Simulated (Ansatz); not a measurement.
## Effect of Br vacancy, symmetric start on Cs2AgBiBr6

The reference is a 20-atom supercell of Cs₂AgBiBr₆ (space group Fm-3m, No. 225; a = 11.1877 Å) at its relaxed geometry.

Modification: one Br atom is removed, atoms relaxed at fixed cell.

All numbers come from PBEsol/PAW in Ansatz (an electronic-structure program), no SOC, earlier PAW set. Γ-centred 3×3×3 mesh, Fermi–Dirac width 0.01 eV.

| quantity | base | changed | shift |
|---|---|---|---|
| pressure | 0.0 GPa | -0.2 GPa | -0.2 GPa |
| gap of the supercell | 1.10 eV | zero | – |
| total moment of the cell | – | 0.1 μB | – |
| energy gained by relaxation | – | 0.13 eV | – |
| largest displacement of a host atom from its site in the perfect cell | – | 0.31 Å | – |
| mean distance from the defect site to its nearest host atoms | 275 pm | 300 pm | +24.5 pm |

Other magnetic orders, which the real material may have, were not ruled out. In so small a cell the defect repeats every few ångströms: this is an ordered compound, not a dilute defect. The mesh was chosen for an insulator and is coarse for the gapless case. The defect started on the symmetric site and kept its symmetry, so it may sit on a saddle. With Bi present, leaving out spin-orbit coupling can change the band edges. No Hubbard U is applied, and correlation can decide whether such a compound is a metal. The defect cell is spin-polarised and ends with 0.1 μB.
